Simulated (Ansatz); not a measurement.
Structure of amorphous Mo$_{16}$Si$_{32}$ (periodic cell):

```xyz
48
Lattice="9.1712 0.0715 0.0479 0.0715 8.8696 -0.0077 0.0479 -0.0077 8.7750" Properties=species:S:1:pos:R:3 pbc="T T T"
Mo     8.6892     5.0029     5.5106
Mo     2.3784     3.7480     4.2072
Mo     0.8111     2.0860     8.5963
Mo     4.3159     6.7035     6.7737
Mo     4.3156     1.1434     3.6532
Mo     0.3010     7.7736     4.9388
Mo     9.1816     2.0471     4.5019
Mo     7.7834     0.5994     7.2332
Mo     2.0730     1.7753     2.1114
Mo     3.1628     0.4446     8.0478
Mo     6.8364     5.0824     8.0939
Mo     5.2779     2.4750     7.4353
Mo     5.6399     7.8527     2.1809
Mo     1.6956     4.8010     1.2594
Mo     0.8031     8.0244     0.4310
Mo     6.7911     1.8073     2.7417
Si     3.4061     1.7956     5.8527
Si     7.3165     2.6010     0.2471
Si     9.1845     0.2269     2.7209
Si     8.5045     6.9954     7.3270
Si     6.1894     5.5174     5.5493
Si     7.1964     0.2856     4.6246
Si     7.3296     4.1065     3.6241
Si     7.5005     3.0302     6.4364
Si     3.6225     6.0545     2.5899
Si     2.0747     0.2861     4.1824
Si     2.5592     6.3267     4.8182
Si     8.5278     6.1207     1.0884
Si     6.1549     7.5357     8.4136
Si     3.0846     2.8740     0.0495
Si     3.9011     4.3714     6.0196
Si     0.6381     5.6475     3.3552
Si     4.6327     7.6584     4.4746
Si     1.2228     3.2434     6.3290
Si     7.5547     0.1095     0.9512
Si     2.9184     6.6839     0.0939
Si     4.4034     4.7515     8.4183
Si     6.0497     5.2851     1.8124
Si     5.4974     2.9963     4.8354
Si     9.1001     3.0986     2.1363
Si     4.9860     1.2372     0.9720
Si     1.8606     7.3761     6.9126
Si     3.1678     8.4420     1.7597
Si     9.2484     4.4556     8.1290
Si     1.0557     0.7363     6.5629
Si     5.3438     0.1381     6.4625
Si     4.1524     3.4663     2.3556
Si     7.4874     6.7978     3.6567
```

These are PBE, scalar-relativistic without spin-orbit coupling (plane waves to 420 eV, PAW; Ansatz, a quantum-chemistry and plane-wave program) values and carry that method's errors.

A CHGNet melt-quench gave the starting glass, which DFT then relaxed. The hot cell started wider than the set density and was brought back towards it in steps. It is the lowest in DFT energy of 2 quenches. It is a model cell: composition and starting density were chosen by hand, and all elements were melted together. No dispersion term was used. Its density started from a set value of 5.63 and ended at 5.66 g/cm³. Cooling (nominally 200 K/ps over its main leg) ran many orders faster than in experiment, which tends to leave more defects and strain. One small periodic cell is one sample of the glass; other quenches scatter about these values. Volume and shape were free in the relaxation. On a 2×2×2 Γ-centred mesh force components of up to 0.42 eV/Å stay, since the relaxation ran on one k-point at (1/4, 1/4, 1/4).

Neighbours within Mo-Mo 3.60 Å, Mo-Si 2.96 Å, Si-Si 2.74 Å count as bonded.

Task: Give the coordination numbers, mean bond lengths and angles.

Result: 
```
Property                                                                         Value
-----------------------  -------------------------------------------------------------
Mean coordination of Mo  11.81 (1 with 10, 6 with 11, 5 with 12, 3 with 13, 1 with 14)
Mean coordination of Si     7.41 (6 with 6, 11 with 7, 12 with 8, 2 with 9, 1 with 10)
Mean Mo-Si bond                                  2.606 Å (spread 0.097 Å, 123 counted)
Mean Si-Si bond                                   2.571 Å (spread 0.102 Å, 57 counted)
Mean Mo-Mo bond                                   3.102 Å (spread 0.188 Å, 33 counted)
Bond angle at Mo                                              mean 96.4°, spread 33.9°
Bond angle at Si                                              mean 98.9°, spread 32.2°
```
